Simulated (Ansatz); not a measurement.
This concerns the formation energy of C_i in Cu (fcc, Fm-3m). Reaction: C (graphite) + 32 Cu (fcc) → cell A.

Cell A: a supercell of 32 sites of Cu (fcc, Fm-3m) with C off the lattice sites (6 Cu at 1.90 Å); spin state with PBE: run without spin, k-point mesh 5×5×5.
```
CELL_PARAMETERS angstrom
      7.12694     0.00000     0.00000
      0.00000     7.12694     0.00000
      0.00000     0.00000     7.12694
ATOMIC_POSITIONS crystal
  Cu 0.00048 0.00000 0.00000
  Cu 0.00242 0.24758 0.24758
  Cu 0.25000 0.00000 0.24952
  Cu 0.25000 0.24952 0.00000
  Cu 0.00323 0.00000 0.50000
  Cu 0.00242 0.24758 0.75242
  Cu 0.25000 0.00000 0.75048
  Cu 0.25000 0.24677 0.50000
  Cu 0.00323 0.50000 0.00000
  Cu 0.00242 0.75242 0.24758
  Cu 0.25000 0.50000 0.24677
  Cu 0.25000 0.75048 0.00000
  Cu 0.01598 0.50000 0.50000
  Cu 0.00242 0.75242 0.75242
  Cu 0.25000 0.50000 0.75323
  Cu 0.25000 0.75323 0.50000
  Cu 0.49952 0.00000 0.00000
  Cu 0.49758 0.24758 0.24758
  Cu 0.75000 0.00000 0.24677
  Cu 0.75000 0.24677 0.00000
  Cu 0.49677 0.00000 0.50000
  Cu 0.49758 0.24758 0.75242
  Cu 0.75000 0.00000 0.75323
  Cu 0.75000 0.23402 0.50000
  Cu 0.49677 0.50000 0.00000
  Cu 0.49758 0.75242 0.24758
  Cu 0.75000 0.50000 0.23402
  Cu 0.75000 0.75323 0.00000
  Cu 0.48402 0.50000 0.50000
  Cu 0.49758 0.75242 0.75242
  Cu 0.75000 0.50000 0.76598
  Cu 0.75000 0.76598 0.50000
  C  0.75000 0.50000 0.50000
```

Reference: C (graphite, P6₃/mmc), 4 atoms in the cell, k-point mesh 18×18×6 on the run's own vectors. Conventional cell: a = 2.4650 Å, b = 2.4650 Å, c = 6.7419 Å, α = 90.00°, β = 90.00°, γ = 120.00°.

Reference: Cu (fcc, Fm-3m), 32 atoms in the cell, the relaxed perfect crystal repeated, atoms not moved again; spin state with PBE: run without spin, k-point mesh 5×5×5 on the run's own vectors.

All numbers come from Ansatz (a program for electronic structure), plane waves with PAW, its default PAW set, cutoff 420 eV, 500 eV for r2SCAN. The structures are at rest with PBE+D3(BJ), within the held lattices; other levels are single points on them. Neutral cells; Fermi-Dirac smearing of at most 0.10 eV in the solids, energies taken to zero width. The lattices are those relaxed with PBE+D3(BJ), so at other levels the solids can be strained, which adds to the spread. Larger cells are relaxed from a start prepared with the learned potential CHGNet, on a coarser mesh till forces fall under 0.03 eV/Å, which some starts already meet. A dispersion term (D3(BJ), or D4 for r2SCAN) was computed beside these levels and is taken off wherever the name lacks it. Static lattices, no vibrational contributions. No structure search was made; lower ones may exist. Values are for these cell sizes. Mesh and cell size may move defect energies by 0.1 eV or more. Cell A has symmetry Pm-3m within 0.02 Å and got no random move, so less symmetric positions, which may lie lower, weren't tried.

Problem. Give the value at the level r2SCAN.

Solution. 2.88 eV, for C (graphite) + 32 Cu (fcc) → cell A.

Problem. List the value at the remaining levels and say how far they part.

Solution. 
```
Functional  value (eV)  less r2SCAN
----------  ----------  -----------
PBE               3.21         0.33
r2SCAN+D4         2.78        -0.10
```

The levels shown span 0.43 eV, from r2SCAN+D4 (2.78) to PBE (3.21).
